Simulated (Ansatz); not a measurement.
The starting structures come from a database of crystals and need not be the phases stable at ambient conditions.

 Where the default PAW files enter, the runs use the earlier of Ansatz's two default sets.

By PBEsol, the system below comes out a metal.

Input:

```
CELL_PARAMETERS angstrom
      3.99503     0.00000     0.00000
      0.00000     3.99503     0.00000
      1.99751    -1.99751     8.32611
ATOMIC_POSITIONS crystal
  Y  0.50000 0.50000 0.00000
  Y  0.75000 0.75000 0.50000
  Ge 0.17201 0.32799 0.65598
  Ge 0.92201 0.07799 0.15598
  Ge 0.07799 0.92201 0.84402
  Ge 0.32799 0.17201 0.34402
```

Space group of this cell: I4_1/amd. The cell is taken as given; by PBEsol its mean pressure is -3.4 GPa.

The current flows along the normal of the first two printed cell vectors, the (001) plane of the conventional cell. No spin-orbit coupling; the value is a mean over 0.1 eV about the Fermi level.

**Question.** Predict the ballistic conductance per area from PBEsol in Ansatz (an electronic-structure program).

**Answer.** 0.50 × 10¹⁵ S/m² for both spins.
